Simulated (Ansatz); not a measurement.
Base system: BeTe in the zinc blende structure (space group F-43m, No. 216).

```yaml
crystal:
  lattice:
    - [0.00000, 2.77712, 2.77712]
    - [2.77712, 0.00000, 2.77712]
    - [2.77712, 2.77712, 0.00000]
  atoms:
    - { symbol: Be, position: [0.00000, 0.00000, 0.00000] }
    - { symbol: Te, position: [0.25000, 0.25000, 0.25000] }
```

The values are results of LDA in Ansatz (plane waves to 420 eV, PAW, without spin-orbit coupling), not measurements.

Strains are applied to the cell and any free atomic positions relax.

One change was made to it. Results:

| quantity | base | after |
|---|---|---|
| smallest direct gap | 3.59 eV | 3.46 eV |
| gap character | indirect, Γ → X | indirect, Γ → X |

Task: Which change produced these results?
A) isotropic strain −0.50 %
B) isotropic strain +0.50 %
C) isotropic strain +2.50 %
D) isotropic strain −2.00 %

Result: C, isotropic strain +2.50 %. For comparison, the smallest direct gap in the other runs: isotropic strain −2.00 % gives 3.53 eV; isotropic strain −0.50 % gives 3.57 eV; isotropic strain +0.50 % gives 3.60 eV.

Spin-orbit coupling, missing from the scalar runs, can matter with Te. Stability against distortions was not tested.

Ansatz is a program for electronic structure.
